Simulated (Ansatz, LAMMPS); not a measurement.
**Si well of 9 atomic layers along [001] in random Si0.8Ge0.2, interfaces graded over 8 layers**

Cell 16.58 × 16.58 × 49.54 Å, Si548Ge100, 648 atoms. Prepared with Tersoff's 1989 multicomponent potential (SiCGe.tersoff) run with LAMMPS: minimisation. 

That structure was relaxed on with PBE, support functions at accuracy medium on the grid of 370 eV in Ansatz (a program for electronic structure). Basis: localised support functions (accuracy medium) on a full density matrix. k-points: zone centre alone; occupations: Fermi-Dirac, 0.010 eV; spin polarisation not allowed. No spin-orbit coupling.

Task: What does DFT change in the classical structure?

Result: The energy falls by 0.2 meV an atom over 2 steps; atoms move by 0.009 Å root mean square, 0.02 Å at most.
```json
[
 {"quantity": "4-fold atoms (%)", "classical minimum": "100.0", "after DFT steps": "100.0"},
 {"quantity": "spread of bond angles (°)", "classical minimum": "0.8", "after DFT steps": "0.9"}
]
```
